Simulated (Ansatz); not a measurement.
GaP (F-43m) under biaxial stress in (001) (compression positive): band gap by r2SCAN with spin-orbit coupling, rigid bands (plane waves, PAW; Ansatz, a quantum-chemistry and plane-wave program). The unloaded cell, whose axes the loads refer to:

```
CELL_PARAMETERS angstrom
      0.00000     2.71923     2.71923
      2.71923     0.00000     2.71923
      2.71923     2.71923     0.00000
ATOMIC_POSITIONS crystal
  Ga 0.00000 0.00000 0.00000
  P  0.25000 0.25000 0.25000
```

```tsv
biaxial stress in (001) (compression positive) (GPa)	volume per atom (Å³)	band gap (eV)
-5.6	21.07	1.069
-4.2	20.82	1.277
0	20.11	1.806
1.4	19.89	1.697
2.8	19.68	?
```

Question: Fit a straight line to band gap against the load over the rows given, and predict the row at 2.8 GPa.

Answer: The means are x̄ = -2.100 GPa and ȳ = 1.4623; Σ(x − x̄)(y − ȳ) = 3.309 and Σ(x − x̄)² = 33.32, so the slope is 99.3 meV per GPa, and the rows given lie within 140 meV of the line. At 2.8 GPa the line gives 1.949 eV; the calculation gives 1.592 eV, 22 % from it, so the trend bends or changes character over this range.

 Stresses and pressures are the targets of the relaxation. The structure type is held at every load. Geometry: cell and atoms relaxed with PBEsol.
